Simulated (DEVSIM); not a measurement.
System: abrupt GaAs p-n junction, at 250 K.

Layer 1 from the left is GaAs, thickness (μm) 17.0, Na (cm⁻³) 1.4e17, τn (s) 5.4e-8, τp (s) 5.4e-8. Layer 2 from the left is GaAs, thickness (μm) 93.0, Nd (cm⁻³) 1.4e15, τn (s) 5.4e-8, τp (s) 1.6e-9.

Left contact: ohmic. Right contact: ohmic. Voltage is applied to the left contact. Recombination: SRH at mid-gap. Mobility is constant in doping.

This is a model device: material constants are rounded textbook-type values typed into the input, and sizes, dopings and lifetimes were drawn at random. Values at 300 K; Nc and Nv go as T^1.5, mobilities as T to minus their exponent, the gap by Varshni's rule with the affinity fixed.

GaAs: gap (eV) 1.424, affinity (eV) 4.07, permittivity 12.9, Nc (cm⁻³) 4.7e17, Nv (cm⁻³) 9e18, μn (cm²/Vs) 8500, μp (cm²/Vs) 400, T exponent of μn 2.1, T exponent of μp 2.2, Varshni α (eV/K) 0.000541, Varshni β (K) 204.

### Question
Estimate by hand the built-in potential, the peak field at zero bias, the capacitance at -3 V, and compare with a numerical solution.

### Answer

- Built-in potential: ni = √(Nc Nv) exp(−Eg/2kT) = 4150 cm⁻³ with Eg = 1.446 eV; Vbi = kT/q ln(Na Nd/ni²) = 1.243 V; numerical 1.243 V.
- Peak field at zero bias: depletion approximation: W = √(2εVbi/(qN)) = 1.13 μm with N = 1.39e15 cm⁻³; field = 2Vbi/W = 22000 V/cm; numerical 25400 V/cm (estimate below by 14 %).
- Capacitance at -3 V: C = √(qεN / 2(Vbi + |V|)) = 5.47 nF/cm²; numerical 5.50 nF/cm² (estimate below by 0.53 %).

Model (solved in DEVSIM): 1D drift-diffusion, Boltzmann statistics, complete ionisation; no tunnelling, impact ionisation, image-force lowering or self-heating.
